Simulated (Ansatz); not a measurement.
Take ZrSi in the rock salt structure (space group Fm-3m, No. 225; a = 5.3418 Å; a hypothetical phase, not in the database extracts checked) as the base.

All numbers come from Ansatz (a first-principles code), PBEsol, PAW, cutoff 420 eV, no spin-orbit coupling, earlier PAW set.

For the base:

| Quantity | Result |
|---|---|
| Volume per atom | 19.05 Å³ |

The change: C takes the place of Si on all its sites; the structure is relaxed again.

Tabulated Pauling electronegativity and covalent radius: Si 1.90, 1.11 Å; C 2.55, 0.76 Å.

Q: What does the calculation give for the volume per atom after the change?

A: The volume per atom decreases by 6.326 Å³ (19.05 Å³ → 12.73 Å³).

No phonon test of stability was made. The final runs are not spin-polarised.
